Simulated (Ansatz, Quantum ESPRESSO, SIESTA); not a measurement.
Li3Mg (I4/mmm, 4 atoms in the cell) computed with different codes at matched settings

Relaxation of cell and atoms.

```
Li3Mg
1.0
   -2.15793     2.15793     4.27820
    2.15793    -2.15793     4.27820
    2.15793     2.15793    -4.27820
Li Mg
3 1
Direct
  0.50000   0.50000   0.00000
  0.25000   0.75000   0.50000
  0.75000   0.25000   0.50000
  0.00000   0.00000   0.00000
```

Shared settings, as Ansatz (a first-principles code) writes them: kpoints.mp_grid.grid = 11 11 11; scf.occupations.method = fermi_dirac; scf.occupations.width = 0.05 eV. Potentials and cutoffs stand in the table.

```json
[
 {"code": "SIESTA", "model": "GGA PBEsol, numerical atomic orbitals DZP, PseudoDojo PBEsol standard norm-conserving potentials (rewritten from UPF to PSML)", "final volume (Å³/atom)": "20.35", "cutoff": "grid 350 Ry"},
 {"code": "Quantum ESPRESSO", "model": "PBEsol, GBRV 1.5 ultrasoft (PBESOL) pseudopotentials", "final volume (Å³/atom)": "19.98", "cutoff": "40 Ry"},
 {"code": "Ansatz", "model": "PBEsol, PAW files made with PBE", "final volume (Å³/atom)": "19.99", "cutoff": "420 eV"}
]
```

The spread over the programs that give each value: final volume within 0.37 Å³/atom.

SIESTA uses small atom-centred bases, whose incompleteness enters pressures, forces and empty levels differently from a plane-wave cutoff. The programs treat the finite-basis stress differently while the cell relaxes: Ansatz adds an estimate of it.

The starting cell comes from a database of computed structures (which also holds hypothetical and non-ambient phases and stackings), without a prior relaxation at this level.

Keys are those of Ansatz 0.2.
